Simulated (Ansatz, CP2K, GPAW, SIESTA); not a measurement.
**Code comparison for ScAu4 (I4/m, 5 atoms in the cell)**

Self-consistent single point.

```xyz
5
Lattice="-3.2717 3.2717 2.0127 3.2717 -3.2717 2.0127 3.2717 3.2717 -2.0127" Properties=species:S:1:pos:R:3 pbc="T T T"
Sc     0.0000     0.0000     0.0000
Au     0.6697     1.9446     2.0127
Au     2.6020     1.3271     0.0000
Au     1.3271     3.9414     0.0000
Au     1.9446    -0.6697     2.0127
```

Shared settings, as Ansatz (an electronic-structure program) writes them: kpoints.mp_grid.grid = 6 6 6; scf.occupations.method = gaussian; scf.occupations.width = 0.272 eV. Potentials and cutoffs stand in the table.

```
code                                                                                                                            model  pressure (GPa)  largest force (eV/Å)       cutoff
------  -----------------------------------------------------------------------------------------------------------------------------  --------------  --------------------  -----------
Ansatz                                                                                                PBEsol, PAW files made with PBE           -0.09                 0.039       420 eV
SIESTA  GGA PBEsol, numerical atomic orbitals DZP, PseudoDojo PBEsol standard norm-conserving potentials (rewritten from UPF to PSML)           -1.24                 0.120  grid 350 Ry
CP2K                                                       PBEsol, GPW, DZVP-MOLOPT-SR-GTH basis, GTH-PBE potentials (GTH_POTENTIALS)            5.76                 0.037  grid 600 Ry
GPAW                                                                            PBEsol, GPAW PAW datasets PBEsol (made by gpaw-setup)            1.60                 0.035       850 eV
```

On Ansatz's run: spin-orbit coupling is off.

The spread over the programs that give each value: pressure within 7.00 GPa; largest force within 0.085 eV/Å.

SIESTA and CP2K use small atom-centred bases, whose incompleteness enters pressures, forces and empty levels differently from a plane-wave cutoff. Ansatz's pressure is given at a fixed set of plane waves, as the other plane-wave codes print theirs; with its correction for the finite basis it is -0.05 GPa. In the pressure, SIESTA (by 2.00) and CP2K (by 5.00) lie more than 1 GPa from the median of the plane-wave programs. In the force vectors, SIESTA (by 0.084) lies more than 0.08 eV/Å from the median of the plane-wave programs.

The starting cell comes from a database of computed structures (which also holds hypothetical and non-ambient phases and stackings), without a prior relaxation at this level. Its lattice was rescaled by a random factor within 2.5 % of one.

Left out of this page: Elk and FLEUR (not drawn, or without a comparable value).

Keys are those of Ansatz 0.2.
